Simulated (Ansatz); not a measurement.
**Ge: pressure series**

The parent structure is Ge in the diamond structure (space group Fd-3m, No. 227; a = 5.762 Å).

Cell and atoms are relaxed at each pressure.

Method: Kohn–Sham DFT with the PBE functional, run in Ansatz (a quantum-chemistry and plane-wave program) with PAW and 420 eV plane waves, no spin-orbit coupling.

Notes on the quantities. enthalpy: H = E + PV relative to the base's energy.

| case | enthalpy | volume per atom |
|---|---|---|
| base | – | 23.91 Å³ |
| pressure −2 GPa | -0.30 eV/atom | 24.81 Å³ |
| pressure −1 GPa | -0.15 eV/atom | 24.33 Å³ |
| pressure 0.3 GPa | +0.04 eV/atom | 23.79 Å³ |
| pressure 0.7 GPa | +0.10 eV/atom | 23.63 Å³ |
| pressure 1.5 GPa | +0.22 eV/atom | 23.34 Å³ |
| pressure 3 GPa | +0.44 eV/atom | 22.84 Å³ |
| pressure 5 GPa | +0.72 eV/atom | 22.25 Å³ |
| pressure 7.5 GPa | +1.06 eV/atom | 21.63 Å³ |
| pressure 10 GPa | +1.39 eV/atom | 21.09 Å³ |

Load acts through the strain it causes; cell and atoms are relaxed under it. Stability against distortions was not tested. Tetrahedral semiconductors of this kind turn to denser phases somewhere between about 1 and 50 GPa; those were not computed, so compressed cells here can lie past the real transition.
